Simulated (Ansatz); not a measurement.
Consider TiC in the rock salt structure (space group Fm-3m, No. 225; a = 4.3331 Å; relaxed with 0.1 eV smearing).

Computed with PBE/PAW in Ansatz (a quantum-chemistry and plane-wave program), scalar-relativistic without spin-orbit coupling.

Strains are applied to the cell and any free atomic positions relax.

One change was made to it. Results:

| quantity | base | after |
|---|---|---|
| energy relative to the base (free energy F) | 0 meV/atom | +30 meV/atom |
| pressure | 0.0 GPa | 17.1 GPa |

Which change produced these results?
(A) isotropic strain −2.50 %
(B) isotropic strain +3.00 %
(C) isotropic strain −0.50 %
(D) isotropic strain +2.50 %
(E) isotropic strain −2.00 %

E, isotropic strain −2.00 %. For comparison, the energy relative to the base in the other runs: isotropic strain −2.50 % gives +48 meV/atom; isotropic strain −0.50 % gives +1.8 meV/atom; isotropic strain +3.00 % gives +59 meV/atom; isotropic strain +2.50 % gives +41 meV/atom.

Whether these cells are dynamically stable was not tested. All final runs are without spin polarisation.
